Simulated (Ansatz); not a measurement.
Habitual settings against a tight run: Mg (P6_3/mmc, 4 atoms in the cell)

Self-consistent single point.

```
Mg
1.0
    3.25498     0.00000     0.00000
   -1.62749     2.81889     0.00000
    0.00000     0.00000    10.57270
Mg
4
Cartesian
  0.00000   0.00000   0.00000
  0.00000   0.00000   5.28635
  0.00000   1.87926   2.64318
  1.62749   0.93963   7.92953
```

Level of theory: PBE (plane waves, PAW; Ansatz, a first-principles code).

Base settings: basis.ecutwfc = 30.9 Ry; kpoints.mp_grid.grid = 12 12 3; hamiltonian.xc = pbe; hamiltonian.pseudopotentials = {kind: paw} (the program's default PAW files); scf.occupations.method = cold; scf.occupations.width = 0.02 Ry.

Tight run (finer mesh or higher cutoff; not a proven limit): basis.ecutwfc: 30.9 Ry → 43.4 Ry; kpoints.mp_grid.grid: 12 12 3 → 17 17 5; scf.convergence.dr2_threshold: default (1e-07 eV) → 1e-09 eV. It gave Fermi level (on the code's own zero) 5.22 eV; pressure -1.68 GPa.

Quick runs, as changes from the base:
- A: the base itself
- B: basis.ecutwfc: 30.9 Ry → 21.7 Ry; kpoints.mp_grid.grid: 12 12 3 → 8 8 8; scf.occupations.method: cold → gaussian; scf.occupations.width: 0.02 Ry → 0.0147 Ry; scf.convergence.dr2_threshold: default (1e-07 eV) → 0.0001 eV
- C: basis.ecutwfc: 30.9 Ry → 18.4 Ry; kpoints.mp_grid.grid: 12 12 3 → 3 3 3; hamiltonian.xc: pbe → lda [LDA (PW92)]
- D: basis.ecutwfc: 30.9 Ry → 24.6 Ry; kpoints.mp_grid.grid: 12 12 3 → 6 6 6; scf.occupations.method: cold → fermi_dirac; scf.occupations.width: 0.02 Ry → 0.01 Ry

Energies are extrapolated to zero smearing width, which holds to low order in the width alone.

Dashes: energy of C, another energy zero.

† marks runs with another functional, U, potentials or spin treatment: their distance from the tight run is not a convergence error alone.

The count of work is k-points × plane waves × bands × iterations; it is no time. 

Pressures in the table are Ansatz's without its Pulay estimate, at a fixed set of plane waves; the tight run's value above holds the estimate.

The starting cell comes from a database of computed structures (which also holds hypothetical and non-ambient phases and stackings), without a prior relaxation at this level. Its lattice was rescaled by a random factor within 2.5 % of one.

```tsv
run	energy less tight (meV/atom)	pressure less tight (GPa)	count of work / tight
A	-0.8	0.02	0.17
B	15.3	-1.59	0.15
C†	–	-11.19	0.014
D	31.7	-0.12	0.12
```

Among the runs at the tight run's level, the energy misses run from 0.8 to 31.7 meV/atom.

Left out of this page: 2 runs of the series unsound by tests on forces, stress, charge or solver warnings.

Keys are those of Ansatz 0.2.
